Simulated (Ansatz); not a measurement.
Consider PbS in the rock salt structure (space group Fm-3m, No. 225).

```
CELL_PARAMETERS angstrom
      0.00000     2.95141     2.95141
      2.95141     0.00000     2.95141
      2.95141     2.95141     0.00000
ATOMIC_POSITIONS crystal
  S  0.00000 0.00000 0.00000
  Pb 0.50000 0.50000 0.50000
```

Method: PBEsol (Ansatz, a quantum-chemistry and plane-wave program), no spin-orbit coupling, earlier PAW set.

Base values:

The volume per atom comes out as 25.71 Å³.

One thing is altered: cell and atoms relaxed at a pressure of 7.5 GPa.

Q: Estimate the effect on the volume per atom.

A: The volume per atom falls by 2.49 Å³ to 23.22 Å³.

Load acts through the strain it causes; cell and atoms are relaxed under it. No phonon test of stability was made. No other phases were tried under pressure.
